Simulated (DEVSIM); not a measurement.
Device: W/SiO2/p-Si capacitor, at 400 K.

```csv
layer (left to right),material,thickness (nm),Na (cm⁻³)
1,SiO2,3.60,-
2,Si,1500,1.4e17
```

Metal gate on the left, work function 4.6 eV. Fixed charge at the semiconductor interface -2.6e11 cm⁻² (in units of +e); interface traps 3.7e11 cm⁻² eV⁻¹, uniform in energy, neutral level at 0.7 of the gap above the valence band.

The device is made up for the run: typed textbook-type constants, with dimensions and the other settings drawn at random. Values at 300 K; Nc and Nv go as T^1.5, mobilities as T to minus their exponent, the gap by Varshni's rule with the affinity fixed.

```
parameter         SiO2        Si
----------------  ----  --------
gap (eV)             9     1.124
affinity (eV)      0.9      4.05
permittivity       3.9      11.7
Nc (cm⁻³)            -   2.86e19
Nv (cm⁻³)            -    3.1e19
Varshni α (eV/K)     -  0.000473
Varshni β (K)        -       636
```

DEVSIM, 1D Poisson equation in equilibrium, Boltzmann statistics, complete ionisation; no quantum confinement or tunnelling. Metal contacts follow the ideal Schottky-Mott rule: no Fermi-level pinning, no interface dipoles.

The SiO2 thickness was swept, all else fixed.

```json
[
 {"SiO2 thickness (μm)": "0.0014", "minimum of the low-frequency capacitance (μF/cm²)": "0.194", "threshold voltage (band bending 2φF) (V)": "0.44", "capacitance of the dielectric stack (μF/cm²)": "2.47"},
 {"SiO2 thickness (μm)": "0.002", "minimum of the low-frequency capacitance (μF/cm²)": "0.190", "threshold voltage (band bending 2φF) (V)": "0.48", "capacitance of the dielectric stack (μF/cm²)": "1.73"},
 {"SiO2 thickness (μm)": "0.0025", "minimum of the low-frequency capacitance (μF/cm²)": "0.183", "threshold voltage (band bending 2φF) (V)": "0.52", "capacitance of the dielectric stack (μF/cm²)": "1.38"},
 {"SiO2 thickness (μm)": "0.0031", "minimum of the low-frequency capacitance (μF/cm²)": "0.177", "threshold voltage (band bending 2φF) (V)": "0.56", "capacitance of the dielectric stack (μF/cm²)": "1.11"},
 {"SiO2 thickness (μm)": "0.0036", "minimum of the low-frequency capacitance (μF/cm²)": "0.174", "threshold voltage (band bending 2φF) (V)": "(withheld)", "capacitance of the dielectric stack (μF/cm²)": "0.959"},
 {"SiO2 thickness (μm)": "0.0043", "minimum of the low-frequency capacitance (μF/cm²)": "0.167", "threshold voltage (band bending 2φF) (V)": "0.64", "capacitance of the dielectric stack (μF/cm²)": "0.803"}
]
```

Task: What belongs in the gaps?

Result: 
- 0.0036, threshold voltage (band bending 2φF) (V): 0.59
